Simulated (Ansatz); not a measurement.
Double-hcp La: Voigt–Reuss–Hill shear modulus by level of theory

No measured value is used here.

```tsv
level (code)	value (GPa)	cell (Å³/atom)
LDA (Ansatz)	20.9	32.21
PBE (Ansatz)	17.0	37.13
PBEsol (Ansatz)	19.8	33.96
r²SCAN (Ansatz)	13.8	37.27
```

Each level is taken at its own relaxed cell. Cutoffs differ between the levels. Ansatz's density-functional and Hartree–Fock values are scalar-relativistic unless marked +SOC, with PAW data made under PBE.

Ansatz is a quantum-chemistry and plane-wave program.
